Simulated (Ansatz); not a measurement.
An Ansatz (an electronic-structure program) input (DFT with PBEsol, PAW potentials and a 420 eV plane-wave cutoff in Ansatz, no SOC):

Ansatz 0.2 input:
```yaml
crystal:
  lattice:
    - [0, 2.6782568156, 2.7010219985]
    - [2.6782568156, 0, 2.7010219985]
    - [2.6782568156, 2.6782568156, 0]
  atoms:
    - { symbol: S, position: [0.25, 0.25, 0.25] }
    - { symbol: Zn, position: [0, 0, 0] }
basis: { ecutwfc: 420, ecutrho_ratio: 4, xc_grid: 2, fft_grid_basis: typed }
kpoints: { mp_grid: { grid: [11, 11, 11] } }
hamiltonian:
  xc: pbesol
  dispersion: none
  pseudopotentials: { kind: paw }
scf: { occupations: { method: fermi_dirac, width: 0.05 }, convergence: { dr2_threshold: 0.0000000002 } }
relax: { f_tol: 0.005, max_steps: 50 }
output: { forces: true, stress: true }
checkpoint: { write: state.ck, write_every: 1000 }
```

Q: Which symmetry and how many k-points will the program report, and about how many plane waves at Γ?

A: Space group I-4m2 (ITA 119) with 8 operations, k-points 126 of 1331, and 749 plane waves at Γ.

Q: And the final pressure?

A: -0.66 GPa (compression positive).

The cells carry an imposed strain or load. Whether these cells are dynamically stable was not tested. The cell was made from ZnS in the zinc blende structure (space group F-43m, No. 216) by this change: uniaxial strain ε_zz = +0.85 %.
